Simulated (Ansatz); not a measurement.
Ga vacancy + O on the N site (V_Ga+O_N) in wurtzite GaN: one set of geometries, relaxed with PBE, evaluated in Ansatz (PAW, plane waves to 420 eV, 500 eV under r2SCAN) with PBE, r2SCAN.

Cell and caveats: 96-site cell; 2×2×2 shifted k-points; start: the Ga site; N 1.98 Å away, along c; charged states image-corrected; corrections pass 1 eV, so highly charged states may be off by several tenths; relaxed from one start, so a lower configuration may exist; flagged in the runs: a host whose relaxation on this sampling wasn't shown to rest, a strain field that reaches the edge of the cell.

| quantity | PBE | r2SCAN |
|---|---|---|
| host gap (eV) | 1.71 | 2.12 |
| neutral formation energy against alpha gallium, N2 molecule in a box, O2 molecule in a box (eV) | 2.81 | 3.18 |
| largest moment on one atom at charge 0 (μB) | 0.41 | 0.48 |

PBE narrows the gap by 0.41 eV against r2SCAN, the highest level run.

Ansatz is a program for electronic structure.
